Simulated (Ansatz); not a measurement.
Take Ag in the fcc (Cu type) structure (space group Fm-3m, No. 225; relaxed with 0.1 eV smearing) as the base.

```xyz
1
Lattice="0.0000 2.0523 2.0523 2.0523 0.0000 2.0523 2.0523 2.0523 0.0000" Properties=species:S:1:pos:R:3 pbc="T T T"
Ag     0.0000     0.0000     0.0000
```

The values are results of Ansatz (a first-principles code) r2SCAN, no SOC, earlier PAW set, not measurements.

Before the change:

Pressure: 0.0 GPa

The change: an isotropic linear strain of −0.55 %; the atoms relax in the strained cell.

### Question
What happens to the energy relative to the base and pressure?

### Answer
The energy rises by 1.6 meV/atom; the pressure goes from zero to 1.8 GPa.

Whether these cells are dynamically stable was not tested.
